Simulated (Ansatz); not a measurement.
Consider Cu-vacancy pair (Cu on one host Ru site, one Ru site vacant) in hcp Ru, neutral cell. The step: the Cu atom itself jumps into the vacancy (Cu-vacancy distance between ideal sites 2.66 Å throughout); the atom moves 2.59 Å along (-0.66, -0.33, 0.48) of the unit cell; the moving atom starts with neighbours 2 Ru at 2.65, Ru at 2.68, 4 Ru at 2.71, 2 Ru at 2.73, 2 Ru at 2.76 Å and ends with 2 Ru at 2.65, Ru at 2.68, 4 Ru at 2.71, 2 Ru at 2.73, 2 Ru at 2.76 Å. A PBE band in Ansatz (plane-wave PAW, a 3×3×3 k-point mesh shifted by half a step along c, 36 host sites, 22 SCF runs with any check of the saddle's order, static, no finite-size correction) gives a forward barrier of 1.19 eV. The saddle point's order was not checked, and it lies on a symmetry element of the cell, where a band can be held. Forms of the defect that were not tried may lie lower.

Single points at the band's start and saddle point can refine it. Rough cost of one point, in units of the band's mean SCF on the same machine:

| Level | Cost of one point |
|---|---|
| PBE, a 4×4×4 k-point mesh shifted by half a step along c | about 2 |
| r2SCAN at 500 eV, a 3×3×3 k-point mesh shifted by half a step along c | about 2 |

Which of these move the barrier by more than 0.1 eV, and how far does each move it?

Not one does. PBE, a 4×4×4 k-point mesh shifted by half a step along c: 0.00 eV; r2SCAN at 500 eV, a 3×3×3 k-point mesh shifted by half a step along c: -0.04 eV. Each functional is compared with PBE at the same k-points.

Ansatz is a quantum-chemistry and plane-wave program.
